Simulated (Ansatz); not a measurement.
Consider O vacancy in monoclinic ZrO2 with all lengths changed by +1 %, charge state +2. Calculation: PBE, PAW (plane waves to 420 eV; Ansatz, an electronic-structure program).

Cell of 96 host sites held at the strained lattice (strain from the relaxed PBE one, atoms relaxed); the Γ point alone; Fermi-Dirac width 0.01 eV, spin-restricted; finite-size errors left in. No zero-point or tunnelling terms. The charge state is imposed; whether it is stable for some Fermi level was not computed. Forms of the defect that were not tried may lie lower.

Barriers: single points on a 2×2×2 k-point mesh shifted by half a step at the bands' geometries.

A. one O atom jumps into the vacancy from a nearby O site; the atom moves 2.56 Å along (0.00, -0.11, -0.46) of the unit cell; the moving atom starts with neighbours O at 2.60, O at 2.65; Zr at 2.08, Zr at 2.10, Zr at 2.23 Å and ends with O at 2.56, O at 2.60; Zr at 2.10, Zr at 2.14, Zr at 2.15 Å; saddle order not checked.
B. one O atom jumps into the vacancy from a nearby O site; the atom moves 2.28 Å along (0.13, 0.31, -0.24) of the unit cell; the moving atom starts with neighbours O at 2.64; Zr at 2.07, Zr at 2.14, Zr at 2.20 Å and ends with O at 2.64; Zr at 2.07, Zr at 2.14, Zr at 2.20 Å; saddle order not checked, on a symmetry element.

A band can be held on a symmetry element, so unchecked saddle points there may be too high.

Q: Order them by forward barrier (lowest first) at the level PBE, PAW.

A: B (0.51 eV), A (0.87 eV)
